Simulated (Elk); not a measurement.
Elk run on SiC (P6_3mc, 4 atoms in the cell): self-consistent single point.

Method of the run: PBE, all-electron FP-LAPW, Elk's shipped species files, default APW+lo basis (Elk 10.2.4).

```
CELL_PARAMETERS angstrom
      3.02065     0.00000     0.00000
     -1.51032     2.61596     0.00000
      0.00000     0.00000     4.95847
ATOMIC_POSITIONS crystal
  Si 0.33333 0.66667 0.49960
  Si 0.66667 0.33333 0.99960
  C  0.33333 0.66667 0.87540
  C  0.66667 0.33333 0.37540
```

Reference input (self-consistent single point, DFT, PBE, all-electron FP-LAPW, Elk's shipped species files, default APW+lo basis): xctype = 20; rgkmax = 7; stype = 0; swidth = 0.0001 Ha; ngridk = 13 13 7. This run's input differs from it in these lines:

```diff
@@ -35,3 +35,3 @@
 ngridk
-  13 13 7
+  5 5 3
```

Log, with long lists cut:

```
│ Self-consistent loop started │
│ Loop number : 1 │
 total energy                :     -661.028288539
│ Loop number : 2 │
 total energy                :     -660.975238894
RMS change in Kohn-Sham potential (target) :    3.240715047     (  0.1000000000E-05)
Absolute change in total energy (target)   :   0.5304964411E-01 (  0.1000000000E-03)
│ Loop number : 3 │
 total energy                :     -660.822271065
RMS change in Kohn-Sham potential (target) :    3.131659396     (  0.1000000000E-05)
Absolute change in total energy (target)   :   0.1662302404     (  0.1000000000E-03)
│ Loop number : 4 │
   [... lines left out ...]
Absolute change in total energy (target)   :   0.8046220910E-03 (  0.1000000000E-03)
│ Loop number : 13 │
 total energy                :     -656.405938873
RMS change in Kohn-Sham potential (target) :   0.2323569225E-05 (  0.1000000000E-05)
Absolute change in total energy (target)   :   0.1893190217E-03 (  0.1000000000E-03)
│ Loop number : 14 │
 total energy                :     -656.405931321
RMS change in Kohn-Sham potential (target) :   0.4446520596E-06 (  0.1000000000E-05)
Absolute change in total energy (target)   :   0.5488115266E-04 (  0.1000000000E-03)
Convergence targets achieved

│ Loop number : 15 │

Energies :
 Fermi                       :     0.342222937217
 total energy                :     -656.405925356

Density of states at Fermi energy :   0.8565028876E-05
 (states/Hartree/unit cell)

Estimated indirect band gap :   0.1047732266
 from k-point      1 to k-point      5
Estimated direct band gap   :   0.1555231869
 at k-point      3

Charges :
 core                        :    24.00000000
 valence                     :    16.00000000
 interstitial                :    7.075139590
 muffin-tins (core leakage)
  species :    1 (Si)
   atom    1                 :    11.67830483     (  0.6440663505E-02)
   atom    2                 :    11.67830483     (  0.6440663505E-02)
  species :    2 (C)
   atom    1                 :    4.784125379     (  0.3305075494E-04)
   atom    2                 :    4.784125379     (  0.3305075494E-04)
 total in muffin-tins        :    32.92486041
 total calculated charge     :    39.97922070
 total charge                :    40.00000000
 error                       :   0.2077930273E-01

│ Self-consistent loop stopped │
```

The run converged in 15 iterations. The count includes the last loop, which Elk runs after its targets are met. Against the reference run the total energy goes up by 10.8 meV/atom and the gap on the mesh goes from 2.287 to 2.851 eV.

The starting cell comes from a database of computed structures (which also holds hypothetical and non-ambient phases and stackings), without a prior relaxation at this level. Its lattice was rescaled by a random factor within 2.5 % of one. Values depend on the basis (sphere radii, cutoffs, local orbitals), which need not be converged. Another mesh or the band path of this cell gives a smaller gap, so this value is not converged in the mesh.
